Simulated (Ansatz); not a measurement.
Cubic perovskite RbCdF3, treated with rVV10 in Ansatz (plane waves, PAW).

Input:

Ansatz 0.2 input:
```yaml
crystal:
  lattice:
    - [4.395790812, 0.0, 0.0]
    - [0.0, 4.395790812, 0.0]
    - [0.0, 0.0, 4.395790812]
  atoms:
    - { symbol: Rb, position: [0.0, 0.0, 0.0] }
    - { symbol: Cd, position: [0.5, 0.5, 0.5] }
    - { symbol: F, position: [0.5, 0.0, 0.5] }
    - { symbol: F, position: [0.0, 0.5, 0.5] }
    - { symbol: F, position: [0.5, 0.5, 0.0] }
basis:
  ecutwfc: 520
  ecutrho_ratio: 4
  xc_grid: 2
kpoints:
  mp_grid: { grid: [8, 8, 8] }
hamiltonian:
  xc: { exchange: rpw86, correlation: pbe }
  dispersion: rvv10
  pseudopotentials: { kind: paw }
scf:
  occupations: { method: fermi_dirac, width: 0.01 }
  convergence: { dr2_threshold: 0.0000000005 }
output:
  forces: true
  stress: true
  eigenvalues: true
```

**Question.** How many irreducible k-points, plane waves at Γ does the program set up, and what pressure does the run end with?

**Answer.** 35 irreducible k-points, 2301 plane waves at Γ; P = 2.79 GPa, so the cell is compressed on average and its volume would grow at this level.

Output (set-up and result lines):

```
Crystal: 5 atoms, lattice volume = 84.940 Å³
Basis set: ecut = 520 eV, 2301 PW (Γ), exchange–correlation on 72×72×72 points (8 copies of the dense FFT grid, shifted against one another)
Bands: 30, of which v1, the nominal top of the filled ones, is band 25 counted from 1 (24 counted from 0)
Symmetry: 48 space group operations
Space group: Pm-3m (ITA 221), of the structure as read, at distance tolerance 4.4e-5 Å
k-points: 35 of 512
Functional: x = rpw86, c = pbe(β = 0.06672455060314922) + rvv10(b = 6.3, C = 0.0093)
SCF iter   1: F=—  HF=-14044.399648 eV  |F-HF|=—  |Δ(HF+E_count)|=         —  Δρ=7.41e-3  dr2=2.36e-2
SCF iter   2: F=—  HF=-14044.395084 eV  |F-HF|=—  |Δ(HF+E_count)|=   4.56e-3  Δρ=2.71e-3  dr2=5.14e-3
  ...
SCF iter   7: F=—  HF=-14044.393825 eV  |F-HF|=—  |Δ(HF+E_count)|=   8.81e-7  Δρ=3.51e-6  dr2=8.53e-9
SCF iter   8: F=-14044.393825 eV  HF=-14044.393825 eV  |F-HF|=1.35e-10  |Δ(HF+E_count)|=  4.15e-10  Δρ=6.75e-7  dr2=3.93e-10
SCF 1 converged in 8 iterations: F = -14044.393825 eV  dr2 = 3.93e-10
SCF converged after 8 iterations
Free energy (F): -14044.393825 eV
Internal energy: -14044.393825 eV  (E = F + TS)
E sigma→0 (E₀):  -14044.393825 eV
Fermi energy:    6.100197 eV
--- Stress (GPa, compression-positive) ---
        2.786291       0.000000       0.000000
        0.000000       2.786291       0.000000
        0.000000       0.000000       2.786291
  P = ⅓ Tr σ = 2.7863 GPa (27.863 kbar)
```

The cell is one volume of an energy–volume scan, off the minimum.

The PAW data were made under PBE.

Ansatz is a first-principles code.
